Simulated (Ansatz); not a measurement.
A self-consistent single point of CdPt (P4mm, 2 atoms in the cell) with Ansatz (a program for electronic structure).

Computed with PBEsol, harder PAW files (source: ansatz) made with PBE (plane waves; Ansatz).

```xyz
2
Lattice="2.9765 0.0000 0.0000 0.0000 2.9765 0.0000 0.0000 0.0000 3.8345" Properties=species:S:1:pos:R:3 pbc="T T T"
Cd     0.0000     0.0000     0.0500
Pt     1.4883     1.4883     1.9173
```

Reference input (self-consistent single point, DFT, PBEsol, plane waves, default PAW files made with PBE): basis.ecutwfc = 420 eV; kpoints.mp_grid.grid = 11 11 9; hamiltonian.xc = pbesol; hamiltonian.pseudopotentials = {kind: paw} (the program's default PAW files); scf.occupations.method = fermi_dirac; scf.occupations.width = 0.1 eV. This run's input differs from it in these lines:

Ansatz 0.2 input:
```diff
@@ -10,3 +10,3 @@
 basis:
-  ecutwfc: 420.0
+  ecutwfc: 485.0
 kpoints:
@@ -15,3 +15,3 @@
   xc: pbesol
-  pseudopotentials: { kind: paw }
+  pseudopotentials: { kind: paw, source: ansatz }
 scf:
```

Output, abridged:

```
SCF iter   1: F=—  HF=-20599.872304 eV  |F-HF|=—  |Δ(HF+E_count)|=         —  Δρ=1.28e-1  dr2=7.71e0  ethr=3.10e-3  ⟨swp⟩=4.1  Hψ=8362  notcnv=0
all-band conjugate gradients solve this SCF's bands
preconditioner: auto → Kerker (q_TF=auto, 2.780 Å⁻¹)
SCF iter   2: F=—  HF=-20598.233873 eV  |F-HF|=—  |Δ(HF+E_count)|=    1.64e0  Δρ=2.72e-2  dr2=3.29e-1  ethr=3.10e-3  ⟨swp⟩=2.0  Hψ=5147  notcnv=0
   [... lines left out ...]
SCF iter   5: F=—  HF=-20598.173400 eV  |F-HF|=—  |Δ(HF+E_count)|=   7.50e-5  Δρ=4.92e-4  dr2=6.32e-5  ethr=2.36e-6  ⟨swp⟩=2.1  Hψ=3247  notcnv=0
SCF iter   6: F=—  HF=-20598.173397 eV  |F-HF|=—  |Δ(HF+E_count)|=   3.29e-6  Δρ=1.47e-4  dr2=6.62e-6  ethr=1.66e-7  ⟨swp⟩=2.7  Hψ=4220  notcnv=0
SCF iter   7: F=—  HF=-20598.173396 eV  |F-HF|=—  |Δ(HF+E_count)|=   9.13e-7  Δρ=4.72e-5  dr2=1.05e-6  ethr=1.74e-8  ⟨swp⟩=2.0  Hψ=3662  notcnv=0
SCF iter   8: F=-20598.173395 eV  HF=-20598.173395 eV  |F-HF|=4.58e-8  |Δ(HF+E_count)|=   2.95e-7  Δρ=1.46e-5  dr2=8.04e-8  ethr=2.63e-10  ⟨swp⟩=3.6  Hψ=11256  notcnv=0
SCF 1 converged in 8 iterations: F = -20598.173395 eV  dr2 = 8.04e-8
Free energy (F): -20598.173395 eV
Internal energy: -20598.153699 eV  (E = F + TS)
E sigma→0 (E₀):  -20598.163547 eV
Entropy (-TS):   -0.019696 eV (-9.848 meV/atom)
Fermi energy:    19.165888 eV
--- Forces (eV/Å), atoms counted from 1 ---
  atom   1  Cd    -0.00000000     0.00000000    -0.36594021
  atom   2  Pt    -0.00000000     0.00000000     0.36592543
--- Stress (GPa, compression-positive) ---
       -3.284709       0.000000       0.000000
        0.000000      -3.284709       0.000000
        0.000000       0.000000      -2.632251
  P = ⅓ Tr σ = -3.0672 GPa (-30.672 kbar)
  The stress holds the Pulay correction. Without it, at fixed plane waves, as pw.x and ABINIT print it: P = -3.8286 GPa
```

The run converged in 8 iterations. Against the reference run the pressure hardly changes (-3.10 to -3.07 GPa) and the largest force hardly changes (0.365 to 0.366 eV/Å).

The starting cell comes from a database of computed structures (which also holds hypothetical and non-ambient phases and stackings), without a prior relaxation at this level. Its lattice was rescaled by up to half a per cent. One atom was moved a little off its site on purpose. Spin polarisation is off. Ansatz's pressure includes its estimate of the finite-basis (Pulay) stress. Without the estimate this run gives -3.83 GPa. The cutoff lies below the one recommended for these files.
